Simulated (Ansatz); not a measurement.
An Ansatz (a program for electronic structure) run: SiO2 with a change (O → C); r2SCAN (Ansatz, PAW, no spin-orbit coupling).

Input:

Ansatz 0.2 input:
```yaml
crystal:
  lattice:
    - [4.5279051206, 0, 0]
    - [0, 4.5279051206, 0]
    - [0, 0, 2.9310507587]
  atoms:
    - { symbol: Si, position: [0.5, 0.5, 0.5] }
    - { symbol: Si, position: [0, 0, 0] }
    - { symbol: C, position: [0.7922713902, 0.7922713902, 0.5] }
    - { symbol: C, position: [0.2922713902, 0.7077286098, 0] }
    - { symbol: C, position: [0.7077286098, 0.2922713902, 0] }
    - { symbol: C, position: [0.2077286098, 0.2077286098, 0.5] }
basis: { ecutwfc: 500, ecutrho_ratio: 4, xc_grid: 4, fft_grid_basis: typed }
kpoints: { mp_grid: { grid: [10, 10, 16] } }
hamiltonian:
  xc: r2scan
  dispersion: none
  pseudopotentials: { kind: paw }
scf: { occupations: { method: fermi_dirac, width: 0.05 }, convergence: { dr2_threshold: 0.0000000006 } }
output: { forces: true, stress: true }
checkpoint: { write: state.ck, write_every: 1000 }
```

Output:

```
WARN ansatz: RAYON_NUM_THREADS=2 ignored (pool sized by the plan → 2); use --threads N
Pseudopotentials: kind: paw
Pseudopotential: Si, paw, valence charge 4
Pseudopotential: C, paw, valence charge 4
Functional definition: r2SCAN
Crystal: 6 atoms, lattice volume = 60.092 Å³
Basis set: ecut = 500 eV, 1551 PW (Γ), exchange–correlation on 144×144×96 points (64 copies of the dense FFT grid, shifted against one another)
Bands: 18, of which v1, the nominal top of the filled ones, is band 12 counted from 1 (11 counted from 0)
Symmetry: 16 space group operations
Space group: P42/mnm (ITA 136), of the structure as read, at distance tolerance 3.9e-5 Å
k-points: 189 of 1600
PAW frozen core: Si, regenerated for the run's functional
PAW frozen core: C, regenerated for the run's functional
Initial density: superposition of atomic densities (neutral atoms: chi_scale 0, normalization atom), corrected by the library's trained network
Initial wavefunctions: pseudopotential atomic-orbital guess
Eigensolver: davidson
Functional: x = r2scan, c = r2scan; τ floored in thin density (d = 2e-4 eV/Å³)
SCF iter   1: F=—  HF=-2273.426748 eV  |F-HF|=—  |Δ(HF+E_count)|=         —  Δρ=1.39e-2  dr2=6.33e-2  dr2_τ=2.51e-1  ethr=1.77e-3  ⟨swp⟩=7.3  Hψ=21994  notcnv=0  defer=14
all-band conjugate gradients solve this SCF's bands
preconditioner: auto → Kerker (q_TF=auto, 2.341 Å⁻¹)
SCF iter   2: F=—  HF=-2273.554771 eV  |F-HF|=—  |Δ(HF+E_count)|=   1.28e-1  Δρ=9.54e-3  dr2=3.02e-2  dr2_τ=4.63e-4  ethr=2.64e-4  ⟨swp⟩=2.1  Hψ=8175  notcnv=0  defer=67
SCF iter   3: F=—  HF=-2273.549704 eV  |F-HF|=—  |Δ(HF+E_count)|=   5.07e-3  Δρ=2.40e-3  dr2=1.38e-3  dr2_τ=3.02e-4  ethr=1.26e-4  ⟨swp⟩=3.0  Hψ=6613  notcnv=0  defer=67
SCF iter   4: F=—  HF=-2273.550560 eV  |F-HF|=—  |Δ(HF+E_count)|=   8.56e-4  Δρ=9.79e-4  dr2=3.07e-4  dr2_τ=9.64e-6  ethr=5.76e-6  ⟨swp⟩=2.5  Hψ=5693  notcnv=0  defer=67
SCF iter   5: F=—  HF=-2273.550757 eV  |F-HF|=—  |Δ(HF+E_count)|=   1.97e-4  Δρ=1.49e-4  dr2=1.05e-5  dr2_τ=4.57e-7  ethr=1.28e-6  ⟨swp⟩=2.2  Hψ=5644  notcnv=0  defer=67
SCF iter   6: F=—  HF=-2273.550758 eV  |F-HF|=—  |Δ(HF+E_count)|=   1.21e-6  Δρ=3.62e-5  dr2=4.39e-7  dr2_τ=1.47e-8  ethr=4.36e-8  ⟨swp⟩=2.4  Hψ=5665  notcnv=0  defer=67
SCF iter   7: F=—  HF=-2273.550759 eV  |F-HF|=—  |Δ(HF+E_count)|=   8.84e-7  Δρ=7.14e-6  dr2=1.34e-8  dr2_τ=4.87e-10  ethr=1.83e-9  ⟨swp⟩=2.6  Hψ=5771  notcnv=0  defer=67
SCF iter   8: F=-2273.550759 eV  HF=-2273.550759 eV  |F-HF|=2.43e-10  |Δ(HF+E_count)|=   1.34e-8  Δρ=1.05e-6  dr2=3.76e-10  dr2_τ=2.67e-11  ethr=2.50e-12  ⟨swp⟩=3.1  Hψ=14345  notcnv=0
SCF 1 converged in 8 iterations: F = -2273.550759 eV  dr2 = 3.76e-10
SCF converged after 8 iterations
Free energy (F): -2273.550759 eV
Harris-Foulkes:  -2273.550759 eV  (|F-HF|=2.43e-10)
Internal energy: -2273.527526 eV  (E = F + TS)
E sigma→0 (E₀):  -2273.539142 eV
Entropy (-TS):   -0.023233 eV (-3.872 meV/atom)
Fermi energy:    8.280382 eV
--- Per-component energies (eV) ---
  E_band       = 44.986080
  E_kinetic    = 427.371753
  E_local      = -342.182801  (includes V_loc(G=0)·N_el)
  E_nonlocal   = 156.778718
  E_hartree    = 84.730271
  E_xc         = -289.853104
  E_vxc        = -357.884539  (∫ρ·V_xc dr)
  E_paw        = -1438.601946  (= ΣΔE_a)
  E_vpaw       = -26.758145  (= ΣTr[D̂ρ^β])
  E_aug_tail   = 0.000017  (compensation charges beyond the density's cutoff)
  E_vtau       = 18.200777  (kinetic-family band-sum trace: ∫τ·v_τ [+ j·A + Jᵃ·Aᵃ] dr)
  E_ewald      = -871.518474
  E_core_change = -0.251961  (= ΣΔE_core)
  E_smearing   = -0.023233  (= −TS)
  E_closure    = 0.000000  (closes the sum)
  Σ components = -2273.550759   (vs F -2273.550759, Δ=0.00e0)
  [band-id]    e_kinetic+e_local+e_nonlocal+2·e_hartree+e_vxc+e_vpaw+e_augmentation_tail+e_vtau = 44.986322   (vs E_band 44.986080, Δ=2.43e-4)
--- Forces (eV/Å), atoms counted from 1 ---
  atom   1  Si     0.00000000     0.00000000     0.00000000
  atom   2  Si     0.00000000    -0.00000000     0.00000000
  atom   3  C      0.00009206     0.00009206     0.00000000
  atom   4  C      0.00009206    -0.00009206     0.00000000
  atom   5  C     -0.00009206     0.00009206     0.00000000
  atom   6  C     -0.00009206    -0.00009206     0.00000000
  max |Σ_I F_I| component: 3.90e-18 eV/Å
--- Stress (GPa, compression-positive) ---
       -0.003576       0.000000       0.000000
        0.000000      -0.003576       0.000000
        0.000000       0.000000      -0.006340
  P = ⅓ Tr σ = -0.0045 GPa (-0.045 kbar)
  The stress holds the Pulay correction. Without it, at fixed plane waves, as pw.x and ABINIT print it: P = -0.0194 GPa
  The stress includes an estimate of the error left by incomplete SCF convergence (largest component -0.0002 GPa).
--- Band table ---
  band table: none
```

No phonon test of stability was made. The final runs are not spin-polarised. The cell was made from SiO2 by this change: O → C; the result is a hypothetical phase, not in the database extracts checked.
